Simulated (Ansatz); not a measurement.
The starting structures come from a database of crystals and need not be the phases stable at ambient conditions.

Data:

```xyz
11
Lattice="4.9261 0.0000 0.0000 0.0000 9.3546 0.0000 0.7001 4.6773 3.4641" Properties=species:S:1:pos:R:3 pbc="T T T"
Ca     3.1632     7.5471     3.4641
Ca     3.1632    11.1621     3.4641
As     4.8635     4.6773     1.8963
As     0.7628     9.3546     1.5678
O      3.9353     3.2780     1.8433
O      1.6910    10.7538     1.6208
O      1.6910     7.9553     1.6208
O      3.9353     6.0766     1.8433
O      0.0000     0.0000     0.0000
O      1.2179     4.6773     0.8164
O      4.4084     9.3546     2.6477
```

Space group of this cell: C2/m. The cell is taken as given; by r2SCAN its mean pressure is -1.4 GPa.

Transport runs along the normal of the first two printed cell vectors.

The gap is the functional's own, uncorrected, and κ follows it; spin-orbit coupling is left out. Mid-gap values are interpolated between the computed energies.

**Question.** Compute, with r2SCAN run with Ansatz (a first-principles code), the band gap and the smallest decay constant κ at mid-gap.

**Answer.** Gap 4.36 eV on a 6×10×10 mesh; κ = 0.374 1/Å, at the zone centre.
